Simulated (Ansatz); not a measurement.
# LiNbO3, pressure series

Base system: LiNbO₃ (space group R3c, No. 161; a = 5.1368 Å, c = 13.8871 Å (hexagonal axes)).

Cell and atoms are relaxed at each pressure.

The values are results of Ansatz (a quantum-chemistry and plane-wave program), r2SCAN, PAW, cutoff 500 eV, spin-orbit coupling left out, earlier PAW set, not measurements.

Notes on the quantities. band gap: an upper bound: an edge found on the path is not a true extremum; the base alone.

```tsv
change	volume per atom	band gap	c/a ratio
base	10.58 Å³	4.01 eV	2.703
pressure −2 GPa	10.77 Å³	4.00 eV	2.699
pressure −1 GPa	10.67 Å³	4.00 eV	2.701
pressure 15 GPa	9.56 Å³	4.13 eV	2.721
pressure 22.5 GPa	9.19 Å³	4.14 eV	2.722
pressure 30 GPa	8.87 Å³	4.11 eV	2.716
```

Load acts through the strain it causes; cell and atoms are relaxed under it. No phonon test of stability was made. No other phases were tried under pressure.
